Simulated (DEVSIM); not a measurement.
Structure: Schottky contact on n-type GaN, at 300 K.

```tsv
layer (left to right)	material	thickness (μm)	Nd (cm⁻³)	τn (s)	τp (s)
1	GaN	0.180	8.7e16	2.7e-8	2.7e-8
```

Left contact: Schottky, work function 5.16 eV, emission velocity 6.9e6 cm/s. Right contact: ohmic. Voltage is applied to the left contact. Recombination: SRH at mid-gap, Auger. Mobility is μmin + (μ − μmin)/(1 + (N/Nref)^α).

The device is made up for the run: typed textbook-type constants, with dimensions and the other settings drawn at random. Values at 300 K.

```
parameter         GaN
-------------  ------
gap (eV)         3.43
affinity (eV)     4.1
permittivity      9.5
Nc (cm⁻³)      2.3e18
Nv (cm⁻³)      4.6e19
μn (cm²/Vs)      1200
μp (cm²/Vs)       100
μn,min             55
μp,min              3
Nref,n           2e17
Nref,p           3e17
αn                  1
αp                  2
Cn (cm⁶/s)      1e-30
Cp (cm⁶/s)      1e-30
```

Model (solved in DEVSIM): 1D drift-diffusion, Boltzmann statistics, complete ionisation; no tunnelling, impact ionisation, image-force lowering or self-heating. Metal contacts follow the ideal Schottky-Mott rule: no Fermi-level pinning, no interface dipoles.

### Question
Tabulate band edges, carrier densities and field at zero bias.

### Answer
Energies count from the Fermi level of the right contact; mesh points crowd at the junctions.

```json
[
 {"x (μm)": "0.000", "Ec (eV)": "1.060", "Ev (eV)": "-2.370", "n (cm⁻³)": "< 1e2", "p (cm⁻³)": "< 1e2", "field (V/cm)": "-180000"},
 {"x (μm)": "0.004184", "Ec (eV)": "0.987", "Ev (eV)": "-2.443", "n (cm⁻³)": "< 1e2", "p (cm⁻³)": "< 1e2", "field (V/cm)": "-170000"},
 {"x (μm)": "0.008895", "Ec (eV)": "0.909", "Ev (eV)": "-2.521", "n (cm⁻³)": "1200", "p (cm⁻³)": "< 1e2", "field (V/cm)": "-160000"},
 {"x (μm)": "0.01420", "Ec (eV)": "0.825", "Ev (eV)": "-2.605", "n (cm⁻³)": "32000", "p (cm⁻³)": "< 1e2", "field (V/cm)": "-150000"},
 {"x (μm)": "0.02178", "Ec (eV)": "0.713", "Ev (eV)": "-2.717", "n (cm⁻³)": "2400000", "p (cm⁻³)": "< 1e2", "field (V/cm)": "-140000"},
 {"x (μm)": "0.02871", "Ec (eV)": "0.619", "Ev (eV)": "-2.811", "n (cm⁻³)": "9.2e7", "p (cm⁻³)": "< 1e2", "field (V/cm)": "-130000"},
 {"x (μm)": "0.03650", "Ec (eV)": "0.523", "Ev (eV)": "-2.907", "n (cm⁻³)": "3.8e9", "p (cm⁻³)": "< 1e2", "field (V/cm)": "-120000"},
 {"x (μm)": "0.04765", "Ec (eV)": "0.403", "Ev (eV)": "-3.027", "n (cm⁻³)": "3.9e11", "p (cm⁻³)": "< 1e2", "field (V/cm)": "-98000"},
 {"x (μm)": "0.05783", "Ec (eV)": "0.311", "Ev (eV)": "-3.119", "n (cm⁻³)": "1.4e13", "p (cm⁻³)": "< 1e2", "field (V/cm)": "-82000"},
 {"x (μm)": "0.06930", "Ec (eV)": "0.229", "Ev (eV)": "-3.201", "n (cm⁻³)": "3.3e14", "p (cm⁻³)": "< 1e2", "field (V/cm)": "-63000"},
 {"x (μm)": "0.08221", "Ec (eV)": "0.161", "Ev (eV)": "-3.269", "n (cm⁻³)": "4.5e15", "p (cm⁻³)": "< 1e2", "field (V/cm)": "-42000"},
 {"x (μm)": "0.09710", "Ec (eV)": "0.116", "Ev (eV)": "-3.314", "n (cm⁻³)": "2.6e16", "p (cm⁻³)": "< 1e2", "field (V/cm)": "-21000"},
 {"x (μm)": "0.1101", "Ec (eV)": "0.097", "Ev (eV)": "-3.333", "n (cm⁻³)": "5.4e16", "p (cm⁻³)": "< 1e2", "field (V/cm)": "-9200"},
 {"x (μm)": "0.1216", "Ec (eV)": "0.090", "Ev (eV)": "-3.340", "n (cm⁻³)": "7.1e16", "p (cm⁻³)": "< 1e2", "field (V/cm)": "-4000"},
 {"x (μm)": "0.1342", "Ec (eV)": "0.087", "Ev (eV)": "-3.343", "n (cm⁻³)": "8.1e16", "p (cm⁻³)": "< 1e2", "field (V/cm)": "-1500"},
 {"x (μm)": "0.1431", "Ec (eV)": "0.086", "Ev (eV)": "-3.344", "n (cm⁻³)": "8.4e16", "p (cm⁻³)": "< 1e2", "field (V/cm)": "-770"},
 {"x (μm)": "0.1509", "Ec (eV)": "0.085", "Ev (eV)": "-3.345", "n (cm⁻³)": "8.5e16", "p (cm⁻³)": "< 1e2", "field (V/cm)": "-410"},
 {"x (μm)": "0.1579", "Ec (eV)": "0.085", "Ev (eV)": "-3.345", "n (cm⁻³)": "8.6e16", "p (cm⁻³)": "< 1e2", "field (V/cm)": "-240"},
 {"x (μm)": "0.1655", "Ec (eV)": "0.085", "Ev (eV)": "-3.345", "n (cm⁻³)": "8.7e16", "p (cm⁻³)": "< 1e2", "field (V/cm)": "-140"},
 {"x (μm)": "0.1709", "Ec (eV)": "0.085", "Ev (eV)": "-3.345", "n (cm⁻³)": "8.7e16", "p (cm⁻³)": "< 1e2", "field (V/cm)": "-100"},
 {"x (μm)": "0.1756", "Ec (eV)": "0.085", "Ev (eV)": "-3.345", "n (cm⁻³)": "8.7e16", "p (cm⁻³)": "< 1e2", "field (V/cm)": "-85"},
 {"x (μm)": "0.1800", "Ec (eV)": "0.085", "Ev (eV)": "-3.345", "n (cm⁻³)": "8.7e16", "p (cm⁻³)": "< 1e2", "field (V/cm)": "-80"}
]
```
